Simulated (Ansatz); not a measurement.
**TiS2 under a change: S vacancy, symmetric start**

The parent structure is a 9-atom supercell of TiS₂ in the CdI2 type structure (space group P-3m1, No. 164; a = 3.361 Å, c = 5.522 Å; layered, stacked along the Cartesian z axis) at its relaxed geometry.

The change: a neutral S vacancy, symmetric start, atoms relaxed at fixed cell.

The values are results of PBE-D3(BJ)/PAW in Ansatz (a quantum-chemistry and plane-wave program), scalar-relativistic without spin-orbit coupling, not measurements. Γ-centred 8×8×8 mesh, Fermi–Dirac width 0.05 eV.

```json
[
 {"quantity": "pressure", "base": "0.0 GPa", "changed": "1.8 GPa", "shift": "+1.8 GPa"},
 {"quantity": "largest displacement of a host atom from its site in the perfect cell", "base": "–", "changed": "0.31 Å", "shift": "–"},
 {"quantity": "mean distance from the defect site to its nearest host atoms", "base": "2.41 Å", "changed": "2.71 Å", "shift": "+0.30 Å"}
]
```

Cost of the whole job for the changed cell (relaxation, final SCF and bands): roughly 5 core-minutes.

In so small a cell the defect repeats every few ångströms: this is an ordered compound, not a dilute defect. The defect started on the symmetric site and kept its symmetry, so it may sit on a saddle. All final runs are without spin polarisation. The defect cell is not spin-polarised.
